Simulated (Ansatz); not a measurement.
System: Si₃N₄ (P6₃/m, No. 176). Method: LDA (Ansatz, a first-principles code, PAW).

Settings: plane-wave cutoff 520 eV, 6×6×12 k mesh (along the axes of the cell as run), scalar-relativistic PAW data made under PBE.

Cell (relaxed at this level):

```yaml
crystal:
  lattice:
    - [7.57392, 0.00000, 0.00000]
    - [-3.78696, 6.55921, 0.00000]
    - [0.00000, 0.00000, 2.89155]
  atoms:
    - { symbol: Si, position: [0.17382, 0.76745, 0.25000] }
    - { symbol: Si, position: [0.40637, 0.17382, 0.75000] }
    - { symbol: Si, position: [0.23255, 0.40637, 0.25000] }
    - { symbol: Si, position: [0.82618, 0.23255, 0.75000] }
    - { symbol: Si, position: [0.59363, 0.82618, 0.25000] }
    - { symbol: Si, position: [0.76745, 0.59363, 0.75000] }
    - { symbol: N, position: [0.33333, 0.66667, 0.25000] }
    - { symbol: N, position: [0.66667, 0.33333, 0.75000] }
    - { symbol: N, position: [0.33014, 0.02950, 0.25000] }
    - { symbol: N, position: [0.30064, 0.33014, 0.75000] }
    - { symbol: N, position: [0.97050, 0.30064, 0.25000] }
    - { symbol: N, position: [0.66986, 0.97050, 0.75000] }
    - { symbol: N, position: [0.69936, 0.66986, 0.25000] }
    - { symbol: N, position: [0.02950, 0.69936, 0.75000] }
```

Problem. Predict the Voigt–Reuss–Hill bulk modulus, Voigt–Reuss–Hill shear modulus (Hill average), Young modulus and Poisson ratio.

Solution. 
* **Voigt–Reuss–Hill bulk modulus**: 252 GPa
* **Voigt–Reuss–Hill shear modulus (Hill average)**: 121 GPa
* **Young modulus**: 313 GPa
* **Poisson ratio**: 0.293

Elastic constants are with the ions relaxed.

Static lattice: no zero-point or thermal effects.

It cost very roughly 40 core-minutes of CPU time.
